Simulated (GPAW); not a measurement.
GPAW 25.7.0, DFT, PBE, plane waves, PAW datasets of gpaw-data 1.0.1: TaSi2 (from the phase in space group 180, mp-517) (Si6Ta3), 9 atoms. Basis and mesh were picked for this test and aren't claimed converged.

```yaml
cell: 4.77, 4.77, 6.52 Å; 90, 90, 120°
task: scf
mode.name: pw
mode.ecut: 350 eV
xc: PBE
k mesh: 4×4×4
kpts.gamma: true
occupations.name: fermi-dirac
occupations.width: 0.02 eV
convergence.density (electrons an electron): 1e-05
maxiter: 150
parallel.kpt: 2
parallel.band: 1
parallel.domain: 1
parallel.sl_auto: false
parallel.augment_grids: true
eigensolver.name: dav (default)
eigensolver.niter: 2 (default)
mixer.method: separate (default)
convergence.eigenstates (eV² an electron): 4e-08 (default)
convergence.energy (eV an electron): 0.0005 (default)
k-points after symmetry: 21
bands: 42
electrons: 63
plane_waves: 1945
coarse_grid: 21*21*30
symmetry_operations: 4
```

One run each.

All on 2 ranks. Base settings, kept where nothing else is said: mixer.beta = 0.05 (default), mixer.nmaxold = 5 (default), mixer.weight = 50 (default), mixer.backend = pulay (default). The settings tried:
- mixer.beta = 0.1, mixer.nmaxold = 3, mixer.weight = 1
- the base settings
- mixer.beta = 0.1, mixer.nmaxold = 10
- mixer.backend = fft
- mixer.beta = 0.4, mixer.nmaxold = 8, mixer.backend = broyden
- mixer.beta = 0.1
- mixer.beta = 0.1, mixer.nmaxold = 1
- mixer.beta = 0.6, mixer.nmaxold = 8, mixer.weight = 1
- mixer.nmaxold = 16, mixer.weight = 100
- mixer.beta = 0.02, mixer.weight = 100
- mixer.backend = broyden
- mixer.beta = 0.2
- mixer.beta = 0.2, mixer.backend = fft
- mixer.beta = 0.2, mixer.backend = broyden

Question: Name the extremes by SCF iterations: fewest, most, and any that don't converge.

Answer: Fewest SCF iterations, with those close behind: mixer.beta = 0.6, mixer.nmaxold = 8, mixer.weight = 1 (11); mixer.beta = 0.4, mixer.nmaxold = 8, mixer.backend = broyden (12). Most among those that reach the base run's result: mixer.beta = 0.1, mixer.nmaxold = 1 (86). All converged.

```tsv
setting	SCF iterations	end
mixer.beta = 0.6, mixer.nmaxold = 8, mixer.weight = 1	11	converged
mixer.beta = 0.4, mixer.nmaxold = 8, mixer.backend = broyden	12	converged
mixer.beta = 0.2	15	converged
mixer.beta = 0.2, mixer.backend = fft	15	converged
mixer.beta = 0.2, mixer.backend = broyden	17	converged
mixer.nmaxold = 16, mixer.weight = 100	19	converged
mixer.beta = 0.1	21	converged
mixer.beta = 0.1, mixer.nmaxold = 3, mixer.weight = 1	22	converged
mixer.beta = 0.1, mixer.nmaxold = 10	26	converged
mixer.backend = fft	29	converged
the base settings	30	converged
mixer.backend = broyden	33	converged
mixer.beta = 0.02, mixer.weight = 100	40	converged
mixer.beta = 0.1, mixer.nmaxold = 1	86	converged
```
